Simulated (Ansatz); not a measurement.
Ir (Fm-3m), PBEsol, DFPT electron-phonon coupling, linearised Boltzmann equation (Ansatz, an electronic-structure program): Condition of this run: hydrostatic pressure 5 GPa (the target of the relaxation). phonon-limited resistivity 4.13 μΩ·cm at 300 K, 5.62 μΩ·cm at 400 K, current-weighted mean free path 9.6 nm, Drude plasma energy 10.85 eV.

Question: What is the classical skin depth at 100 GHz (nonmagnetic, μ₀ = 1.257×10⁻⁶ H/m)?

Answer: δ = √(ρ/(π f μ₀)) = 323 nm.

Question: Estimate the resistivity of a 80 nm square wire with diffuse walls from ρ ≈ ρ₀(1 + 3ℓ/4d).

Answer: 1 + 0.75 × 9.6/80 = 1.09, so ρ ≈ 4.50 μΩ·cm and a line 1 μm long has 7.03 Ω. The formula is the free-electron limit for d well above ℓ; grain boundaries add to it.

Question: What temperature coefficient of resistance follows, and how does it compare with 1/T?

Answer: (ρ₄₀₀ − ρ₃₀₀)/(100 K × ρ₃₀₀) = 3.61×10⁻³ K⁻¹, against 1/T = 3.33×10⁻³ K⁻¹ for a resistivity proportional to T. It lies higher because phonons are still being populated at 300 K; impurities would add a constant and lower it.

A metal at this level (no band gap). Only scattering by harmonic phonons is included (no impurities, grain boundaries, electron-electron scattering or thermal expansion). Spin-orbit coupling is left out, which matters with elements this heavy. Halving the electron mesh (36x36x36) moves the resistivity by up to 1 % at 300 K, the mean free path by up to 5 %. Smearing 0.20 eV; phonons on a 6x6x6 q mesh, which this run doesn't test.
